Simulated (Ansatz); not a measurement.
## Hypothetical diamond W, pressure series

Take W in the diamond structure (space group Fd-3m, No. 227; a = 5.755 Å; a hypothetical phase, not in the database extracts checked) as the base.

Cell and atoms are relaxed at each pressure.

Level of theory: Kohn–Sham DFT with the PBEsol functional, run in Ansatz (a program for electronic structure) with PAW and 420 eV plane waves, no spin-orbit coupling.

| P (GPa) | V (Å³/atom) |
|---|---|
| -2.01 | 24.216 |
| -1.01 | 24.021 |
| 0.30 | 23.776 |
| 0.70 | 23.704 |
| 1.49 | 23.563 |
| 3.00 | 23.308 |
| 5.00 | 22.988 |
| 7.50 | 22.616 |
| 10.00 | 22.271 |

Task: Fit a third-order Birch–Murnaghan equation of state.

Result: Least squares on P(V) = (3B₀/2)[(V₀/V)^(7/3) − (V₀/V)^(5/3)]·[1 + (3/4)(B₀′ − 4)((V₀/V)^(2/3) − 1)] gives V₀ = 23.83 Å³/atom, B₀ = 129 GPa and B₀′ = 3.9.

Load acts through the strain it causes; cell and atoms are relaxed under it. Whether these cells are dynamically stable was not tested. Competing high-pressure phases were not computed. The final runs are not spin-polarised.
